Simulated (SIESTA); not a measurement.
Input and output of a self-consistent single point for ZnPdF6 (R-3, 8 atoms in the cell) (SIESTA).

Level of theory: LDA PW92, numerical atomic orbitals TZP, PseudoDojo LDA standard norm-conserving potentials (rewritten from UPF to PSML) (SIESTA).

The change in words: lattice scaled by 0.97; MeshCutoff: 300 Ry → 180 Ry. Reference geometry:
```xyz
8
Lattice="2.4750 1.4289 4.5633 -2.4750 1.4289 4.5633 0.0000 -2.8579 4.5633" Properties=species:S:1:pos:R:3 pbc="T T T"
F     -0.9405    -1.3518     8.0999
F      1.6409    -0.1386     8.0999
F     -0.7004     1.4904     8.0999
F      0.9405     1.3518     5.5901
F     -1.6409     0.1386     5.5901
F      0.7004    -1.4904     5.5901
Pd     0.0000     0.0000     0.0000
Zn     0.0000     0.0000     6.8450
```

Reference input (self-consistent single point, DFT, LDA PW92, numerical atomic orbitals TZP, PseudoDojo LDA standard norm-conserving potentials (rewritten from UPF to PSML)): XC.functional = LDA; XC.authors = PW92; potentials = PseudoDojo LDA standard; PAO.BasisSize = TZP; PAO.EnergyShift = 0.005 Ry; MeshCutoff = 300 Ry; kgrid.MonkhorstPack = 4 4 4; OccupationFunction = MP; OccupationMPOrder = 0; ElectronicTemperature = 0.136 eV; MaxSCFIterations = 150; SCF.Mixer.Method = Broyden. This run's input differs from it in these lines:

```diff
@@ -13,5 +13,5 @@
 %block LatticeVectors
-     2.475000000    1.428942000    4.563333000
-    -2.475000000    1.428942000    4.563333000
-     0.000000000   -2.857884000    4.563333000
+     2.400750000    1.386074000    4.426433000
+    -2.400750000    1.386074000    4.426433000
+     0.000000000   -2.772147000    4.426433000
 %endblock LatticeVectors
@@ -19,10 +19,10 @@
 %block AtomicCoordinatesAndAtomicSpecies
-    -0.940500000   -1.351779132    8.099916075  1
-     1.640925000   -0.138607374    8.099916075  1
-    -0.700425000    1.490386506    8.099916075  1
-     0.940500000    1.351779132    5.590082925  1
-    -1.640925000    0.138607374    5.590082925  1
-     0.700425000   -1.490386506    5.590082925  1
+    -0.912285000   -1.311225097    7.856918575  1
+     1.591697250   -0.134448554    7.856918575  1
+    -0.679412250    1.445675426    7.856918575  1
+     0.912285000    1.311226097    5.422380425  1
+    -1.591697250    0.134449554    5.422380425  1
+     0.679412250   -1.445674426    5.422380425  1
      0.000000000    0.000000000    0.000000000  2
-     0.000000000    0.000000000    6.844999500  3
+     0.000000000    0.000000500    6.639649500  3
 %endblock AtomicCoordinatesAndAtomicSpecies
@@ -33,3 +33,3 @@
 PAO.EnergyShift              0.005 Ry
-MeshCutoff                   300 Ry
+MeshCutoff                   180 Ry
 %block kgrid.MonkhorstPack
```

The program printed (abridged):

```
        iscf     Eharris(eV)        E_KS(eV)     FreeEng(eV)     dDmax    Ef(eV) dHmax(eV)
   scf:    1   -12888.681820   -13211.743558   -13211.746915  1.360278 -2.359134 84.597656
   scf:    2   -13302.057086   -13348.968847   -13348.968847  1.479269 -2.553248 24.808234
   scf:    3   -13368.999672   -13360.298539   -13360.298539  0.326342 -4.324908 12.242680
   scf:    4   -13365.584323   -13364.155198   -13364.155198  0.183159 -5.237126  2.126263
   scf:    5   -13363.945070   -13364.136905   -13364.136905  0.101029 -5.816299  2.060166
   [... 7 lines left out ...]
   scf:   13   -13364.281030   -13364.281030   -13364.281030  0.000035 -5.926164  0.001043
   scf:   14   -13364.281030   -13364.281030   -13364.281030  0.000019 -5.926314  0.000751
   scf:   15   -13364.281030   -13364.281030   -13364.281030  0.000012 -5.926417  0.000526
   scf:   16   -13364.281030   -13364.281030   -13364.281030  0.000007 -5.926476  0.000387
SCF Convergence by DM+H criterion
max |DM_out - DM_in|         :     0.0000070795
max |H_out - H_in|      (eV) :     0.0003873055
SCF cycle converged after 16 iterations

Using DM_out to compute the final energy and forces

siesta: E_KS(eV) =           -13364.2810

siesta: E_KS - E_eggbox =    -13364.2810

siesta: Atomic forces (eV/Ang):
     1    2.942195    0.037010   -2.313363
     2   -1.503151    2.529512   -2.313364
     3   -1.439044   -2.566520   -2.313361
     4   -2.942195   -0.037010    2.313363
     5    1.503151   -2.529512    2.313364
     6    1.439044    2.566520    2.313361
     7    0.000000   -0.000000   -0.000000
     8   -0.000000    0.000000    0.000000
   Tot    0.000000   -0.000000    0.000000
   Max    2.942195
   Res    1.871465    sqrt( Sum f_i^2 / 3N )
   Max    2.942195    constrained

   [... lines left out ...]
siesta: FreeEng =    -13364.281030
siesta: Cell volume =         88.376825 Ang**3
siesta:         200.96969820        402.15125111  kBar
   [... lines left out ...]

              0.184

mulliken: Qtot =       80.000

Mulliken Atomic Populations:
Atom #   charge [q] valence [e]  Species
     1    -0.258629    7.258629  F
     2    -0.258629    7.258629  F
     3    -0.258629    7.258629  F
     4    -0.258629    7.258629  F
     5    -0.258629    7.258629  F
     6    -0.258629    7.258629  F
     7     0.744472   17.255528  Pd
     8     0.807302   19.192698  Zn
 Total    -0.000000
```

The run converged in 16 iterations. Against the reference run the free energy rises by 70.4 meV/atom, the pressure goes from 2.63 to 20.10 GPa, the largest force goes from 2.102 to 3.743 eV/Å and the gap on the mesh goes from 1.918 to 2.314 eV.

The starting cell comes from a database of published, mostly measured structures (it also holds non-ambient and calculated ones), without a prior relaxation at this level. For this run, on top of that: lattice scaled by 0.97. Values carry the incompleteness of an atom-centred basis. Forces in this geometry exceed 1 eV/Å.

Cost on one core of a shared machine: roughly 2 min.
